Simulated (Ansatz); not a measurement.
**The (100) surface of rutile IrO2 in its 1x1 cell (cut with top plane O, bottom plane O), outermost plane spacing 0.53 Å in the ideal cut (one of several cuts of this face), with 2 O a cell over the bulk's ratio**

All values below come from PBE (plane waves to 420 eV, PAW; Ansatz, a quantum-chemistry and plane-wave program).

Set-up: 14 atoms, Ir4O10, 9.6 Å thick at the start (thin: gaps and levels are the slab's own); mesh 12x8x1; 0.1 eV smearing; dipole correction on; all atoms relaxed; symmetry of the start imposed; no spin, no spin-orbit, no U.

| Item | Value |
|---|---|
| work function of the top face | 7.14 eV |
| energy released by relaxation | 1.74 eV |
| cost | about 4 core-minutes (a rough figure) |
